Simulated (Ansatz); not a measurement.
**Ti$_{3}$Hg in the A15 (Cr3Si type) structure (space group Pm-3n, No. 223)**

Ti3Hg is modelled in the cubic space group Pm-3n (No. 223), the A15 (Cr3Si type) structure, Pearson symbol cP8. Conventional cell: a = b = c = 5.1204 Å, α = β = γ = 90.00°. Ti on 6c is coordinated by 2 Ti at 2.560 Å and 8 Ti at 3.136 Å and 4 Hg at 2.862 Å. Hg on 2a sees 12 Ti at 2.862 Å. (Neighbours: up to the widest gap in distance over summed covalent radii, below 1.35, at either atom.)

The values are results of Ansatz (a program for electronic structure), PBEsol, PAW, cutoff 420 eV, no spin-orbit coupling, not measurements. Settings: 9×9×9 k-points, 0.05 eV Fermi–Dirac smearing.

| Item | Result |
|---|---|
| Volume per atom | 16.78 Å³ |
| Density | 8.51 g/cm³ |
| Band gap | zero |
| Total energy | -5272.632 eV/atom (σ→0; compares only within this code and set-up) |

No phonon test of stability was made. All final runs are without spin polarisation.
